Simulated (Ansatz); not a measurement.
Consider O vacancy in corundum, charge state +2. Computed with PBE, PAW (plane waves to 420 eV; Ansatz, a quantum-chemistry and plane-wave program).

120-site cell at the relaxed PBE lattice, the Γ point alone, smearing 0.01 eV, spin-restricted, no finite-size correction. No zero-point or tunnelling terms. The charge state is imposed; whether it is stable for some Fermi level was not computed. Forms of the defect that were not tried may lie lower.

Barriers: single points on a 2×2×2 k-point mesh shifted by half a step along c at the bands' geometries.

A. a nearby O atom hops onto the vacant site; the atom moves 2.53 Å along (0.06, 0.33, -0.16) of the unit cell; the moving atom starts with neighbours Al at 1.86, Al at 1.94, Al at 1.96, Al at 2.07 Å and ends with Al at 1.86, Al at 1.94, Al at 1.96, Al at 2.07 Å; saddle order not checked, on a symmetry element.
B. a nearby O atom hops onto the vacant site; the atom moves 2.88 Å along (-0.30, -0.69, 0.00) of the unit cell; the moving atom starts with neighbours Al at 1.83, Al at 1.87, Al at 2.00, Al at 2.05 Å and ends with Al at 1.83, Al at 1.89, Al at 2.01, Al at 2.02 Å; saddle order not checked.
C. a nearby O atom hops onto the vacant site; the atom moves 2.32 Å along (-0.56, -0.28, 0.00) of the unit cell; the moving atom starts with neighbours Al at 1.89, Al at 1.95, Al at 1.99, Al at 2.00; O at 2.43 Å and ends with Al at 1.89, Al at 1.95, Al at 1.99, Al at 2.00; O at 2.43 Å; saddle order not checked, on a symmetry element.
D. a nearby O atom hops onto the vacant site; the atom moves 2.58 Å along (0.34, 0.04, -0.16) of the unit cell; the moving atom starts with neighbours Al at 1.88, Al at 1.90, Al at 1.92, Al at 2.06 Å and ends with Al at 1.83, Al at 1.87, Al at 1.98, Al at 2.12 Å; saddle order not checked.

A band can be held on a symmetry element, so unchecked saddle points there may be too high.

Task: Order them by forward barrier (lowest first) at the level PBE, PAW.

Result: C (0.89 eV), A (1.73 eV), D (1.79 eV), B (2.64 eV)
